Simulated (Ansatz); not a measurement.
# Ansatz run on a (100) slab of PbO (cut from a parent of space group no. 129; 8 atoms in the cell): self-consistent single point

Computed with PBEsol, default PAW files made with PBE (plane waves; Ansatz, a program for electronic structure).

Input as run:

Ansatz 0.2 input:
```yaml
# PbO
crystal:
  lattice:
    - [4.092299, 0.000000, 0.000000]
    - [0.000000, 5.381848, 0.000000]
    - [0.000000, 0.000000, 17.999300]
  atoms:
    - { symbol: Pb, position: [0.000000, 0.225970, 0.333346] }
    - { symbol: Pb, position: [0.500000, 0.774030, 0.444451] }
    - { symbol: Pb, position: [0.000000, 0.225970, 0.555549] }
    - { symbol: Pb, position: [0.500000, 0.774030, 0.666654] }
    - { symbol: O, position: [0.500000, 0.000000, 0.333346] }
    - { symbol: O, position: [0.000000, 0.000000, 0.444451] }
    - { symbol: O, position: [0.500000, 0.000000, 0.555549] }
    - { symbol: O, position: [0.000000, 0.000000, 0.666654] }
kpoints:
  mp_grid:
    grid: [5, 4, 1]
hamiltonian:
  xc: pbesol
  pseudopotentials:
    kind: paw
efield:
  axis: 3
  dipole_correction: true
scf:
  occupations:
    method: gaussian
    width: 0.0037 Ry
output:
  forces: true
  eigenvalues: true
```

Output (repeated stretches shortened):

```
WARN basis.ecutwfc = 420 eV, the default
WARN ansatz: RAYON_NUM_THREADS=1 ignored (pool sized by the plan → 1); use --threads N
Pseudopotentials: kind: paw
Pseudopotential: Pb, paw, valence charge 14
Pseudopotential: O, paw, valence charge 6
Crystal: 8 atoms, lattice volume = 396.419 Å³
Basis set: ecut = 420 eV, 7733 PW (Γ), exchange–correlation on 60×72×250 points (8 copies of the dense FFT grid, shifted against one another)
Bands: 48, of which v1, the nominal top of the filled ones, is band 40 counted from 1 (39 counted from 0)
Symmetry: 2 space group operations
k-points: 9 of 20 (time reversal used)
PAW frozen core: Pb, regenerated for the run's functional, and the local potential with it
PAW frozen core: O, regenerated for the run's functional, and the local potential with it
Initial density: superposition of atomic densities (neutral atoms: chi_scale 0, normalization atom), corrected by the library's trained network
Initial wavefunctions: pseudopotential atomic-orbital guess
Eigensolver: davidson
Functional: x = pbesol(κ = 0.804, μ = 0.12345679012345678), c = pbesol(β = 0.046)
SCF iter   1: F=—  HF=-49260.107758 eV  |F-HF|=—  |Δ(HF+E_count)|=         —  Δρ=8.73e-3  dr2=3.03e-1  ethr=1.77e-3  p=0.000 e·Å  D=8.20e-14 V/Å  ΔV_dip=-0.00 eV  dr2_dipole=9.73e-9  V_vac-E_F(+/−)=3.92/3.92 eV  ⟨swp⟩=7.9  Hψ=2020  notcnv=0  defer=1
all-band conjugate gradients solve this SCF's bands
efield: sawtooth ramp at fractional position 0.9500 (placed from the atoms, in the widest stretch of the axis that holds none …
preconditioner: auto → Resta (q_TF=auto, 2.090 Å⁻¹)
SCF iter   2: F=—  HF=-49260.098837 eV  |F-HF|=—  |Δ(HF+E_count)|=   8.92e-3  Δρ=7.24e-3  dr2=2.27e-1  ethr=3.78e-4  p=0.000 e·Å  D=1.89e-5 V/Å  ΔV_dip=-0.00 eV  dr2_dipole=7.22e-8  V_vac-E_F(+/−)=4.02/4.02 eV  ⟨swp⟩=3.0  Hψ=964  notcnv=0  defer=20
SCF iter   3: F=—  HF=-49260.057446 eV  |F-HF|=—  |Δ(HF+E_count)|=   4.14e-2  Δρ=9.69e-4  dr2=2.77e-3  ethr=2.83e-4  p=-0.000 e·Å  D=-7.55e-6 V/Å  ΔV_dip=0.00 eV  dr2_dipole=5.25e-10  V_vac-E_F(+/−)=3.92/3.92 eV  ⟨swp⟩=2.1  Hψ=572  notcnv=0  defer=20
SCF iter   4: F=—  HF=-49260.058137 eV  |F-HF|=—  |Δ(HF+E_count)|=   6.91e-4  Δρ=6.98e-4  dr2=2.42e-3  ethr=3.46e-6  p=0.000 e·Å  D=1.03e-5 V/Å  ΔV_dip=-0.00 eV  dr2_dipole=1.71e-8  V_vac-E_F(+/−)=3.87/3.87 eV  ⟨swp⟩=2.0  Hψ=769  notcnv=0  defer=20
SCF iter   5: F=—  HF=-49260.057848 eV  |F-HF|=—  |Δ(HF+E_count)|=   2.89e-4  Δρ=2.29e-4  dr2=2.10e-4  ethr=3.03e-6  p=-0.000 e·Å  D=-6.27e-6 V/Å  ΔV_dip=0.00 eV  dr2_dipole=3.65e-9  V_vac-E_F(+/−)=3.87/3.87 eV  ⟨swp⟩=2.0  Hψ=520  notcnv=0  defer=20
SCF iter   6: F=—  HF=-49260.057867 eV  |F-HF|=—  |Δ(HF+E_count)|=   1.92e-5  Δρ=5.60e-5  dr2=1.24e-5  ethr=2.62e-7  p=0.000 e·Å  D=3.91e-6 V/Å  ΔV_dip=-0.00 eV  dr2_dipole=1.17e-9  V_vac-E_F(+/−)=3.86/3.86 eV  ⟨swp⟩=2.0  Hψ=528  notcnv=0  defer=20
SCF iter   7: F=—  HF=-49260.057886 eV  |F-HF|=—  |Δ(HF+E_count)|=   1.87e-5  Δρ=1.66e-5  dr2=9.85e-7  ethr=1.55e-8  p=-0.000 e·Å  D=-8.98e-6 V/Å  ΔV_dip=0.00 eV  dr2_dipole=6.31e-9  V_vac-E_F(+/−)=3.86/3.86 eV  ⟨swp⟩=2.0  Hψ=676  notcnv=0  defer=20
SCF iter   8: F=—  HF=-49260.057887 eV  |F-HF|=—  |Δ(HF+E_count)|=   1.30e-6  Δρ=1.50e-5  dr2=1.09e-6  ethr=1.23e-9  p=0.000 e·Å  D=3.65e-5 V/Å  ΔV_dip=-0.00 eV  dr2_dipole=1.16e-7  V_vac-E_F(+/−)=3.86/3.86 eV  ⟨swp⟩=2.0  Hψ=676  notcnv=0  defer=20
SCF iter   9: F=-49260.057887 eV  HF=-49260.057887 eV  |F-HF|=5.71e-8  |Δ(HF+E_count)|=   1.44e-7  Δρ=3.87e-6  dr2=6.87e-8  ethr=1.25e-10  p=-0.000 e·Å  D=-4.57e-6 V/Å  ΔV_dip=0.00 eV  dr2_dipole=3.14e-9  V_vac-E_F(+/−)=3.86/3.86 eV  ⟨swp⟩=12.4  [...]
WARN: efield: at this solve's end the planar-averaged density reaches 1.06e-5 e/Å³ inside the ramp window [0.8944, 0.1056] (bound 1e-5 e/Å³), and -7.24e-7 e/Å³ …
SCF 1 converged in 9 iterations: F = -49260.057887 eV  dr2 = 6.87e-8
SCF converged after 9 iterations
Free energy (F): -49260.057887 eV
Harris-Foulkes:  -49260.057887 eV  (|F-HF|=5.71e-8)
Internal energy: -49260.057887 eV  (E = F + TS)
E sigma→0 (E₀):  -49260.057887 eV
Fermi energy:    1.275600 eV
Dipole field:    D = 0.000049 V/Å  (p = 0.000107 e·Å, saw-weighted, corrected)
Work function:   Φ+ = withheld (plateau slope 1.5e-2 eV/Å)   Φ− = withheld (plateau slope 1.5e-2 eV/Å)
Levels:          The Fermi level and band energies are counted from a zero that moves with the ramp; work functions are not
Vacuum region:   at the solve's end the planar-averaged density reaches 1.06e-5 e/Å³ inside the ramp window [0.8944, 0.1056] (bound 1e-5 e/Å³), and -7.24e-7 …
--- Per-component energies (eV) ---
  E_band       = -828.870144
  E_kinetic    = 1837.316742
  E_local      = -31930.549924  (includes V_loc(G=0)·N_el)
  E_nonlocal   = 1604.053737
  E_hartree    = 15019.058547
  E_xc         = -1160.260799
  E_vxc        = -895.195810  (∫ρ·V_xc dr)
  E_paw        = -41630.935817  (= ΣΔE_a)
  E_vpaw       = -1482.627849  (= ΣTr[D̂ρ^β])
  E_aug_tail   = 0.009630  (compensation charges beyond the density's cutoff)
  E_efield     = 0.000000  (sawtooth field / dipole correction)
  E_vefield    = 0.000000  (∫n·V_field dr)
  E_ewald      = 7000.860379
  E_core_change = 0.389618  (= ΣΔE_core)
  E_smearing   = -0.000000  (= −TS)
  E_closure    = -0.000000  (closes the sum)
  Σ components = -49260.057887   (vs F -49260.057887, Δ=0.00e0)
--- Forces (eV/Å), atoms counted from 1 ---
  atom   1  Pb     0.00000000    -1.49653084     0.83518302
  atom   2  Pb     0.00000000     0.90791286    -0.55298101
  atom   3  Pb     0.00000000    -0.90789799     0.55307431
  atom   4  Pb     0.00000000     1.49648386    -0.83514697
  atom   5  O      0.00000000     0.61573239     0.27913803
  atom   6  O      0.00000000     0.23619560    -0.16442908
  atom   7  O      0.00000000    -0.23620258     0.16432002
  atom   8  O      0.00000000    -0.61569184    -0.27915871
  max |Σ_I F_I| component: 1.46e-6 eV/Å
--- Band table (eV; the first three rows and the last of 9) ---
  k-point 0: bands = ["-17.2595", "-17.0443", "-16.4292", "-16.4275", "-15.6103", "-15.6065", "-15.6034", "-15.6031", "-15.5931", "-15.5798", "-15.4977", "-15.4969", "-15.3859", "-15.3445", "-15.2560", "-15.2354", "-15.1768", "-15.1547", "-15.1397", [...]
  k-point 1: bands = ["-17.2583", "-17.0443", "-16.4290", "-16.4265", "-15.6100", "-15.6044", "-15.6040", "-15.6035", "-15.5944", "-15.5760", "-15.4978", "-15.4973", "-15.3862", "-15.3451", "-15.2549", "-15.2350", "-15.1704", "-15.1697", "-15.1276", [...]
  k-point 2: bands = ["-17.2572", "-17.0443", "-16.4287", "-16.4256", "-15.6089", "-15.6047", "-15.6038", "-15.6036", "-15.5952", "-15.5720", "-15.4985", "-15.4971", "-15.3872", "-15.3457", "-15.2530", "-15.2337", "-15.1804", "-15.1652", "-15.1191", [...]
  k-point 8: bands = ["-17.1462", "-17.0828", "-16.4423", "-16.4413", "-15.6716", "-15.6705", "-15.6019", "-15.5991", "-15.5799", "-15.5768", "-15.4378", "-15.4319", "-15.2872", "-15.2658", "-15.1807", "-15.1748", "-15.1652", "-15.1387", "-15.1354", [...]
```

The run converged in 9 iterations.

The starting cell comes from a database of computed structures (which also holds hypothetical and non-ambient phases and stackings), without a prior relaxation at this level. The slab is cut from that crystal, and its faces are unrelaxed. Its lattice was rescaled in the plane by a random factor within 2.5 % of one. Spin-orbit coupling is off. Spin polarisation is off, though cut faces can carry moments; a gap of a slab can lie between surface states. Forces in this geometry exceed 1 eV/Å.
